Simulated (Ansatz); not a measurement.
# WSi2: pressure series

Consider WSi2 (space group P6_222, No. 180; a = 4.576 Å, c = 6.603 Å; a cell from a computed database, its experimental status unchecked).

Cell and atoms are relaxed at each pressure.

Level of theory: DFT with PBEsol, PAW potentials and a 420 eV plane-wave cutoff in Ansatz (a quantum-chemistry and plane-wave program), without spin-orbit coupling.

```tsv
case	lattice parameter a	c/a ratio
base	4.576 Å	1.443
pressure −2 GPa	4.590 Å	1.442
pressure −1 GPa	4.583 Å	1.443
pressure 0.3 GPa	4.574 Å	1.443
pressure 0.7 GPa	4.571 Å	1.443
pressure 1.5 GPa	?	1.444
pressure 3 GPa	4.556 Å	1.444
pressure 5 GPa	4.543 Å	1.445
pressure 7.5 GPa	4.528 Å	1.445
pressure 10 GPa	?	1.446
```

Question: What belongs in the blanks?

Answer: 
- pressure 1.5 GPa, lattice parameter a: 4.566 Å
- pressure 10 GPa, lattice parameter a: 4.514 Å

A case with no gap was solved on a k-mesh chosen for an insulator, which is coarse for it. Load acts through the strain it causes; cell and atoms are relaxed under it. Whether these cells are dynamically stable was not tested. Competing high-pressure phases were not computed. All final runs are without spin polarisation.
